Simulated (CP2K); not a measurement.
Band structure of CsPbBr₃ (Pm-3m, 5 atoms in the cell).

```yaml
crystal:
  lattice:
    - [5.87000, 0.00000, 0.00000]
    - [0.00000, 5.87000, 0.00000]
    - [0.00000, 0.00000, 5.87000]
  atoms:
    - { symbol: Cs, position: [0.00000, 0.00000, 0.00000] }
    - { symbol: Pb, position: [0.50000, 0.50000, 0.50000] }
    - { symbol: Br, position: [0.50000, 0.00000, 0.50000] }
    - { symbol: Br, position: [0.00000, 0.50000, 0.50000] }
    - { symbol: Br, position: [0.50000, 0.50000, 0.00000] }
```

Method of the run: PBE, GPW, DZVP-MOLOPT-SR-GTH basis, GTH-PBE potentials (GTH_POTENTIALS) (CP2K).

Settings: CUTOFF = 500 Ry; REL_CUTOFF = 50 Ry; SMEAR/METHOD = FERMI_DIRAC; ELECTRONIC_TEMPERATURE = 116.05 K; KPOINTS/SCHEME = MONKHORST-PACK 3 3 3; XC_FUNCTIONAL = PBE; Cs/BASIS_SET = DZVP-MOLOPT-SR-GTH-q9; Cs/POTENTIAL = GTH-PBE-q9; Pb/BASIS_SET = DZVP-MOLOPT-SR-GTH-q4; Pb/POTENTIAL = GTH-PBE-q4; Br/BASIS_SET = DZVP-MOLOPT-SR-GTH-q7; Br/POTENTIAL = GTH-PBE-q7; METHOD = GPW; EPS_DEFAULT = 1e-10.

The starting cell has typed, rounded lattice constants, without a prior relaxation at this level. Spin-orbit coupling is off. Values carry the incompleteness of an atom-centred basis.

Question: Predict the gap along the standard path and the places of the band edges.

Answer: The gap along the path is 1.69 eV, direct at R to within 0.01 eV.

Levels in eV from the top of the valence band on the SCF mesh, bands 14 to 18:
```
point     14     15     16     17    18
-----  -----  -----  -----  -----  ----
Γ      -0.78  -0.67  -0.67  -0.67  4.47
X      -0.90  -0.77  -0.77  -0.19  3.96
M      -1.03  -1.03  -0.32   0.59  3.49
R      -0.30  -0.30  -0.30   1.28  2.97
```

Higher empty bands are left out: an atom-centred basis made for the valence describes them poorly.
